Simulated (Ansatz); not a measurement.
Base system: GaN in the wurtzite structure (space group P6_3mc, No. 186; a = 3.183 Å, c = 5.185 Å).

Modification: cell and atoms relaxed at a pressure of 18 GPa.

Levels (all Ansatz, an electronic-structure program, PAW): PBEsol (420 eV, no spin-orbit coupling); r2SCAN (500 eV, scalar-relativistic without spin-orbit coupling); HSE06 (420 eV, without spin-orbit coupling).

One geometry, relaxed with PBEsol, under each level:

```tsv
level	band gap	lowest conduction level above the VBM at special points	electron mass	pressure
PBEsol	2.40 eV	Γ 2.40 eV; L 4.53 eV; A 4.71 eV; K 4.94 eV	0.19 mₑ along c, 0.21 mₑ across (at Γ)	18.00 GPa
r2SCAN	2.90 eV	Γ 2.90 eV; L 5.16 eV; A 5.33 eV; K 5.56 eV	0.20 mₑ along c, 0.22 mₑ across (at Γ)	18.73 GPa
HSE06	[?]	[?]	–	–
```

Give the withheld HSE06 results.


- HSE06, band gap: 3.80 eV
- HSE06, lowest conduction level above the VBM at special points: Γ 3.80 eV; L 5.96 eV; A 6.27 eV

Single points use the geometry relaxed with PBEsol. Their cutoffs differ, which shifts pressures a little. Load acts through the strain it causes; cell and atoms are relaxed under it. Masses are band curvatures over ±0.01 Å⁻¹ around the edge. Whether these cells are dynamically stable was not tested. Tetrahedral semiconductors of this kind turn to denser phases somewhere between about 1 and 50 GPa; those were not computed, so compressed cells here can lie past the real transition.
